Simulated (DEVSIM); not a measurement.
Structure: abrupt Si n-p junction, at 400 K.

Layer 1 from the left is Si, thickness (μm) 0.430, Nd (cm⁻³) 1.6e16, τn (s) 2e-7, τp (s) 2e-7. Layer 2 from the left is Si, thickness (μm) 19.0, Na (cm⁻³) 1.2e16, τn (s) 2e-7, τp (s) 2e-7.

Left contact: ohmic. Right contact: ohmic. Voltage is applied to the left contact. Recombination: SRH at mid-gap, radiative, Auger. Mobility is μmin + (μ − μmin)/(1 + (N/Nref)^α).

Constants are typed, rounded textbook-type inputs, not results; the design itself was drawn at random and stands for no fabricated device. Values at 300 K; Nc and Nv go as T^1.5, mobilities as T to minus their exponent, the gap by Varshni's rule with the affinity fixed.

Si: gap (eV) 1.124, affinity (eV) 4.05, permittivity 11.7, Nc (cm⁻³) 2.86e19, Nv (cm⁻³) 3.1e19, μn (cm²/Vs) 1417, μp (cm²/Vs) 470, μn,min 52, μp,min 45, Nref,n 9.7e16, Nref,p 2.2e17, αn 0.68, αp 0.72, T exponent of μn 2.3, T exponent of μp 2.2, B (cm³/s) 4.7e-15, Cn (cm⁶/s) 2.8e-31, Cp (cm⁶/s) 9.9e-32, Varshni α (eV/K) 0.000473, Varshni β (K) 636.

Problem. Estimate by hand the built-in potential, the peak field at zero bias, the capacitance at 0.75 V, and compare with a numerical solution.

Solution. 
- Built-in potential: ni = √(Nc Nv) exp(−Eg/2kT) = 5.68e12 cm⁻³ with Eg = 1.096 eV; Vbi = kT/q ln(Na Nd/ni²) = 0.538 V; numerical 0.538 V.
- Peak field at zero bias: depletion approximation: W = √(2εVbi/(qN)) = 0.318 μm with N = 6.86e15 cm⁻³; field = 2Vbi/W = 33800 V/cm; numerical 31500 V/cm (estimate above by 7.1 %).
- Capacitance at 0.75 V: C = √(qεN / 2(Vbi + |V|)) = 21.0 nF/cm²; numerical 21.5 nF/cm² (estimate below by 2.4 %).

Simulated with DEVSIM: 1D drift-diffusion, Boltzmann statistics, complete ionisation; no tunnelling, impact ionisation, image-force lowering or self-heating.
